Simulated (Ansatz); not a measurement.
# fcc Cu (0 0 1) on tetragonal ZrO2 (0 0 1) (film strained to the substrate, faces as cut)

A periodic stack without vacuum, fcc Cu (0 0 1) on tetragonal ZrO2 (0 0 1) (film strained to the substrate, faces as cut): substrate slab Zr5O12, film Cu12, surface cells [[0, 1], [-1, 0]] and [[0, -1], [2, 1]], film strained by -0.2 and -0.2 %, faces O/O and Cu/Cu as cut (like faces can put a slab off its formula).

The start was prepared with a machine-learned potential, and the result is one local minimum, with the in-plane cell held and forces under 0.04 eV/Å; the film can end far from its bulk form.

All values below come from PBE (plane waves to 420 eV, PAW; Ansatz, an electronic-structure program). Spin–orbit coupling is left out; the runs are not spin-polarised; PBE gaps are too small against experiment. Its k-point mesh 9×9×1, Fermi–Dirac width 0.05 eV.

- interface area: 13.1 Å²
- period: 26.05 Å
- gaps between the outermost planes at the two interfaces: 0.62 and 0.61 Å
- Cu–O contacts across the interfaces within 1.22 times the sum of covalent radii: 10, mean 2.07 Å
- Cu–Zr contacts across the interfaces within 1.22 times the sum of covalent radii: 6, mean 3.44 Å

```xyz
29
Lattice="3.6206 -0.0005 -0.0686 -0.0001 3.6210 -0.0714 -0.5153 -2.0530 26.1135" Properties=species:S:1:pos:R:3 pbc="T T T"
Zr     1.5603     1.6008     2.2497
Zr    -0.0678    -0.1490     4.9900
O     -0.2611     1.2853     1.3871
O     -0.1547     1.6401     3.9848
O      1.5230    -0.9340     0.1155
O      1.6018    -0.2015     3.2247
Zr     1.7904     1.6106     7.5858
Zr    -0.0119    -0.1553    10.3149
O     -0.0419     1.6721     6.6284
O     -0.0167     1.6571     9.2983
O      1.7517    -0.1235     5.9377
O      1.7932    -0.1698     8.6069
Zr     1.8579     2.0962    12.9405
O      0.0394     1.9597    12.0420
O      0.7178     2.1194    15.1577
O      1.8204     0.0081    11.2397
O      2.1564     0.2805    13.8650
Cu     2.6669     0.3634    17.8900
Cu     0.8533    -1.4456    18.0142
Cu     0.8085     0.3219    15.8098
Cu     2.6124    -1.4805    16.2308
Cu     2.7352     0.4350    21.5350
Cu     0.9242    -1.3725    21.6333
Cu     0.8915     0.4005    19.7781
Cu     2.6993    -1.4108    19.7482
Cu     2.8063     0.5184    25.5168
Cu     0.9899    -1.2796    25.1490
Cu     0.9587     0.4758    23.3758
Cu     2.7685    -1.3397    23.4134
```
